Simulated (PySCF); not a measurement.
PySCF 2.14.0, unrestricted WB97X/def2-svp, df: Ta(Cl)5 triplet ([Cl][Ta]([Cl])([Cl])([Cl])[Cl]), charge 0, multiplicity 3, 6 atoms. The geometry is a generated start, not checked to be a minimum at this level.

```json
{
 "task": "energy",
 "method": "wb97x",
 "basis": "def2-svp",
 "two_electron_scheme": "density fitting",
 "mol.max_memory": "3000 MB",
 "mf.max_cycle": "100",
 "mf.init_guess": "minao (default)",
 "mf.DIIS": "CDIIS (default)",
 "mf.diis_space": "8 (default)",
 "mf.conv_tol": "1e-09 (default)",
 "mf.grids.level": "3 (default)",
 "effective_core_potentials": "those of the basis set, past Kr",
 "basis_functions": "122",
 "grid_points": "118408"
}
```

```xyz
6

Ta     0.0029     0.0053    -0.0019
Cl     1.5969    -0.5904     1.5596
Cl    -1.6044     0.5837    -1.5563
Cl     0.2939     2.1836     0.5226
Cl     1.2411    -0.9540    -1.6345
Cl    -1.5304    -1.2282     1.1106
```

Charge 0 and multiplicity 3 are set for this test and not shown to be the ground state.

One run each on 2 threads, 1 BLAS thread. Values of level_shift (Hartree) tried: 0 (default), 0.1, 0.3, 1.

Question: Predict the course of the Fock builds along this series.

Answer: Fewest Fock builds: 0 (default) with 39. The count rises to 82 at 0.3. The run ends without SCF convergence in 100 cycles at 1.

```
level_shift (Hartree)  Fock builds             end
---------------------  -----------  --------------
0 (default)                     39   same solution
0.1                             48   same solution
0.3                             82   same solution
1                              101  no convergence
```
